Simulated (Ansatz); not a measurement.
We consider CsPbBr₃ (Pnma, No. 62, 20 atoms in the cell; start mp-567681), described by PBEsol (PAW; Ansatz, a program for electronic structure).

Run with plane-wave cutoff 520 eV, 4×8×2 k mesh (along the axes of the cell as run), Fermi–Dirac smearing 0.01 eV, scalar-relativistic PAW data made under PBE.

Cell (relaxed at this level):

```
CELL_PARAMETERS angstrom
      9.69287     0.00000     0.00000
      0.00000     4.54300     0.00000
      0.00000     0.00000    16.66787
ATOMIC_POSITIONS crystal
  Cs 0.91422 0.25000 0.67240
  Cs 0.08578 0.75000 0.32760
  Cs 0.58578 0.75000 0.17240
  Cs 0.41422 0.25000 0.82760
  Pb 0.83598 0.75000 0.93865
  Pb 0.16402 0.25000 0.06135
  Pb 0.66402 0.25000 0.43865
  Pb 0.33598 0.75000 0.56135
  Br 0.52956 0.25000 0.61240
  Br 0.47044 0.75000 0.38760
  Br 0.97044 0.75000 0.11240
  Br 0.02956 0.25000 0.88760
  Br 0.19821 0.75000 0.71289
  Br 0.80179 0.25000 0.28711
  Br 0.30179 0.25000 0.21289
  Br 0.69821 0.75000 0.78711
  Br 0.66140 0.25000 0.00112
  Br 0.33860 0.75000 0.99888
  Br 0.83860 0.75000 0.50112
  Br 0.16140 0.25000 0.49888
```

Q: Predict the band gap, smallest direct gap on the k points sampled and direct gap at Γ.

A: 
band gap: 2.76 eV
smallest direct gap on the k points sampled: 2.87 eV
direct gap at Γ: 3.06 eV

Spin–orbit coupling is not included; with these elements it can move the gap by several tenths of an eV or more.

Cost on a shared machine: very roughly 21 core-minutes.

A start named mp-… is a Materials Project structure, which need not be a measured phase.
